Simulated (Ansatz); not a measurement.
The parent structure is TiC in the rock salt structure (space group Fm-3m, No. 225; a = 4.293 Å; relaxed with 0.1 eV smearing). Axes: x, y, z lie along the cube axes.

Computed with plane-wave PAW DFT at the PBEsol level (Ansatz, a first-principles code, 420 eV), without spin-orbit coupling.

Modification: uniaxial strain ε_zz = −1.00 %, all other strain components held at zero; the atoms relax in the strained cell.

Estimate the effect on the stress and energy relative to the base.

The stress (xx, yy, zz, yz, xz, xy; compression positive) amounts to (1.3, 1.3, 5.9, 0.0, 0.0, 0.0) GPa; the energy rises by 1.8 meV/atom.

Whether these cells are dynamically stable was not tested. All final runs are without spin polarisation.
